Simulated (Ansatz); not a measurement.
The parent structure is BaFeO₃ in the cubic perovskite structure (space group Pm-3m, No. 221; ferromagnetic).

```xyz
5
Lattice="3.8848 0.0000 0.0000 0.0000 3.8848 0.0000 0.0000 0.0000 3.8848" Properties=species:S:1:pos:R:3 pbc="T T T"
Ba     0.0000     0.0000     0.0000
Fe     1.9424     1.9424     1.9424
O      0.0000     1.9424     1.9424
O      1.9424     0.0000     1.9424
O      1.9424     1.9424     0.0000
```

Cartesian axes are those of the cell as printed.

All numbers come from Ansatz (a quantum-chemistry and plane-wave program) PBEsol, spin-orbit coupling left out.

Before the change:

The volume per atom comes out as 11.73 Å³. The pressure comes out as 0.0 GPa. The largest site moment is 2.65 μB.

Perturbation: compressive biaxial strain of 4.11 % in the plane normal to [110], as in epitaxy on a mismatched substrate; the out-of-plane cell vector and the atoms relax.

Problem. What does the calculation give for the volume per atom, pressure, largest site moment and energy relative to the base after the change?

Solution. The volume per atom falls by 0.67 Å³ (11.73 Å³ → 11.06 Å³); the pressure (mean of the normal stresses, compression positive) goes from zero to 11.3 GPa; the largest site moment falls by 0.17 μB to 2.48 μB; the energy increases by 47 meV/atom.

Without a gap, meshes like the base's 12×12×12 leave anisotropic stresses uncertain by several tenths of a GPa, and small strain energies with them. Whether these cells are dynamically stable was not tested. No Hubbard U is applied and the magnetic state is the run's own (BaFeO3 ferromagnetic); other magnetic orders, which need larger cells, were not tried and can change the gap. Many cubic perovskites are stable only at high temperature; tilts and polar distortions were not tested.
